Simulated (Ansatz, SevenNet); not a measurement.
**Ladder of methods for the elastic constant C33 of AlB2-type ZrB2**

Reference value: 441 GPa (measured, room temperature, not corrected to a static lattice; as tabulated in Zhang et al. (2020), arXiv:1911.03307).

```json
[
 {"level (code)": "SevenNet-l3i5 (SevenNet)", "value (GPa)": "433", "cell (Å³/atom)": "10.36", "difference (%)": "-1.8"},
 {"level (code)": "LDA (Ansatz)", "value (GPa)": "472", "cell (Å³/atom)": "9.88", "difference (%)": "+7.0"},
 {"level (code)": "PBE (Ansatz)", "value (GPa)": "432", "cell (Å³/atom)": "10.28", "difference (%)": "-2.0"},
 {"level (code)": "PBEsol (Ansatz)", "value (GPa)": "454", "cell (Å³/atom)": "10.07", "difference (%)": "+2.9"},
 {"level (code)": "r²SCAN (Ansatz)", "value (GPa)": "442", "cell (Å³/atom)": "10.28", "difference (%)": "+0.2"}
]
```

The reference is not for a static lattice or low temperature, so close values are not ranked against it.

The reference has no zero-point or thermal correction, while the calculations are for a static lattice, so the differences are not the levels' errors alone. A static lattice is as a rule stiffer than a warm one, by over a tenth in soft solids.  Each level is taken at its own relaxed cell. Cutoffs differ between the levels. Ansatz's density-functional and Hartree–Fock values are scalar-relativistic unless marked +SOC, with PAW data made under PBE.

Machine-learned potentials (SevenNet-l3i5) are trained on DFT data, which may include these solids.

Differences are worked out from the printed values.

Ansatz is an electronic-structure program.
